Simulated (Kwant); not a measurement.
Device: wire with a row of barriers in a InSb two-dimensional gas. Effective mass 0.014 mₑ, grid spacing 7.5 nm, hard walls, nominal width 150 nm (19 grid rows, so walls 150 nm apart), one parabolic valley, scattering region 750 nm long along x; energies count from the band bottom; Fermi energy swept from 0.000955 to 0.011341 eV. 2 barrier(s) across the wire, height 0.15 eV, thickness 15 nm (about 2 grid columns), spaced by 45 nm.

The device is made up for the run: typed textbook-type constants, with dimensions and the other settings drawn at random.

Kwant, effective-mass tight-binding model on a square grid, one spin, coherent transport at 0 K. Conductance is in e²/h.

Task: How many channels do the leads carry at E = 5.72, 6.18 meV?

Result: The hard-wall thresholds are n² ħ²π²/(2mW²) = n² × 1.19 meV with W = 150 nm. √(5.72/1.19) = 2.19, so 2. √(6.18/1.19) = 2.28, so 2.
